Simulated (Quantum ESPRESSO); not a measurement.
```xyz
5
Lattice="4.4224 0.0000 0.0000 -2.2112 3.8299 0.0000 0.0000 0.0000 4.8661" Properties=species:S:1:pos:R:3 pbc="T T T"
Ba     0.0000     0.0000     0.0490
Ga     0.0000     2.5533     2.2814
Ga     2.2112     1.2766     2.5847
H      0.0000     2.5533     0.6468
H      2.2112     1.2766     4.2193
```

Level of theory: LDA (PZ), PSlibrary PAW (LDA, semicore) pseudopotentials (plane waves; Quantum ESPRESSO 7.5).

The set-up and first iterations of a Quantum ESPRESSO log for BaGa₂H₂ (P3m1, 5 atoms in the cell):

```
     file Ba.pz-spn-kjpaw_psl.1.0.0.UPF: wavefunction(s)  5S 6S renormalized
     file Ga.pz-dn-kjpaw_psl.1.0.0.UPF: wavefunction(s)  4S renormalized
     file H.pz-kjpaw_psl.1.0.0.UPF: wavefunction(s)  1S renormalized
     Message from routine setup:
     using ibrav=0 with symmetry is DISCOURAGED, use correct ibrav instead
     G-vector sticks info
     --------------------
     sticks:   dense  smooth     PW     G-vecs:    dense   smooth      PW
     Sum        4033    2713    745               228757   124545   17905

     bravais-lattice index     =            0
     lattice parameter (alat)  =       8.3570  a.u.
     unit-cell volume          =     556.1791 (a.u.)^3
     number of atoms/cell      =            5
     number of atomic types    =            3
     number of electrons       =        38.00
     number of Kohn-Sham states=           23
     kinetic-energy cutoff     =     140.0000  Ry
   [... lines left out ...]

   Cartesian axes

     site n.     atom                  positions (alat units)
         1        Ba     tau(   1) = (   0.0000000   0.0000000   0.0110804  )
         2        Ga     tau(   2) = (  -0.0000000   0.5773503   0.5158705  )
         3        Ga     tau(   3) = (   0.5000000   0.2886751   0.5844654  )
         4        H      tau(   4) = (  -0.0000000   0.5773503   0.1462456  )
         5        H      tau(   5) = (   0.5000000   0.2886751   0.9540903  )

     number of k points=     7  Fermi-Dirac smearing, width (Ry)=  0.0073
                       cart. coord. in units 2pi/alat
        k(    1) = (   0.0000000   0.0000000   0.0000000), wk =   0.0740741
        k(    2) = (   0.0000000   0.0000000   0.3029378), wk =   0.1481481
        k(    3) = (   0.0000000   0.3849002   0.0000000), wk =   0.4444444
        k(    4) = (   0.0000000   0.3849002   0.3029378), wk =   0.4444444
        k(    5) = (   0.3333333   0.5773503   0.0000000), wk =   0.1481481
        k(    6) = (   0.3333333   0.5773503   0.3029378), wk =   0.2962963
        k(    7) = (   0.0000000  -0.3849002   0.3029378), wk =   0.4444444

     Dense  grid:   228757 G-vectors     FFT dimensions: (  80,  80,  90)

     Smooth grid:   124545 G-vectors     FFT dimensions: (  64,  64,  72)

     Initial potential from superposition of free atoms

     starting charge      37.9810, renormalised to      38.0000
     Self-consistent Calculation

     iteration #  1     ecut=   140.00 Ry     beta= 0.70

     negative rho (up, down):  2.333E+01 0.000E+00

     total energy              =    -970.15434095 Ry
     estimated scf accuracy    <     698.06827328 Ry

     iteration #  2     ecut=   140.00 Ry     beta= 0.70

     negative rho (up, down):  2.164E+01 0.000E+00

     total energy              =   -1013.72913891 Ry
     estimated scf accuracy    <   25416.23025152 Ry

     iteration #  3     ecut=   140.00 Ry     beta= 0.70

     negative rho (up, down):  3.616E+00 0.000E+00

     total energy              =    -639.52937051 Ry
     estimated scf accuracy    <   41529.54377067 Ry
```

Question: Will this run converge, and how will it end?

Answer: The run ended unconverged after 100 iterations. It gives no final result for the task that was set. Warnings to mind: c_bands:  2 eigenvalues not converged; c_bands:  1 eigenvalues not converged; c_bands:  3 eigenvalues not converged. The log goes on:

```
   [... 95 blocks of this kind left out ...]

     iteration # 99     ecut=   140.00 Ry     beta= 0.70

     negative rho (up, down):  8.191E+01 0.000E+00

     total energy              =   -1446.22733479 Ry
     estimated scf accuracy    <    7814.32110682 Ry

     iteration #100     ecut=   140.00 Ry     beta= 0.70

     negative rho (up, down):  8.261E+01 0.000E+00

     total energy              =   -1410.57732649 Ry
     estimated scf accuracy    <    5737.20841361 Ry
     End of self-consistent calculation

     convergence NOT achieved after 100 iterations: stopping

   JOB DONE.
```

The starting cell comes from a database of computed structures (which also holds hypothetical and non-ambient phases and stackings), without a prior relaxation at this level. Its lattice was rescaled by up to half a per cent. One atom was moved a little off its site on purpose. For this run, on top of that: lattice scaled by 0.98.

The run was DFT, LDA (PZ), plane waves, PSlibrary PAW (LDA, semicore) pseudopotentials. Main settings of its input:

```
key                          value
-----------  ---------------------
ecutwfc                     140 Ry
ecutrho                     840 Ry
occupations               smearing
smearing               fermi-dirac
degauss               0.0073499 Ry
K_POINTS     automatic 3 3 3 0 0 0
conv_thr                  1e-10 Ry
```
